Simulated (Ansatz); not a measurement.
L1₀ (CuAu-type) TiAl, relaxed in Ansatz (plane waves) with several semilocal functionals. Each gives its own volume and its own bulk modulus:

```
level          V0 (Å³/atom)  bulk modulus B0 (GPa)   ln V0   ln B0
-------------  ------------  ---------------------  ------  ------
PBEsol-D3(BJ)        15.137                  130.2  2.7171  4.8691
LDA                  15.300                  127.3  2.7279  4.8465
PBEsol               15.775                  120.4  2.7584  4.7908
PBE                  16.235                  113.5  2.7872  4.7318
revPBE               16.527                  109.1  2.8050  4.6923
BLYP                 16.685                  103.0  2.8145  4.6347
```

Task: Fit a straight line to ln B0 against ln V0. What does it predict for rVV10, whose volume is 16.176 Å³/atom?

Result: With x = ln V0 and y = ln B0: means 2.76835 and 4.76087; Σ(Δx Δy) = -0.01819, Σ(Δx²) = 0.008190, so the slope is -2.22. At x = 2.7835 the line gives y = 4.76087 + (-2.22) × (2.7835 − 2.76835) = 4.7272, or 113.0 GPa. The run with rVV10 gives 116.5 GPa, +3.1 % from the line. The rows used scatter about it by up to 2.3 %, while the largest value lies 26 % above the smallest. For comparison, PBE's own equation of state has B′ = 3.9, the slope −d ln B/d ln V at a fixed functional; the two needn't agree, since functionals also differ at one volume.

Ansatz's density-functional and Hartree–Fock values are scalar-relativistic unless marked +SOC, with PAW data made under PBE.

Ansatz is an electronic-structure program.
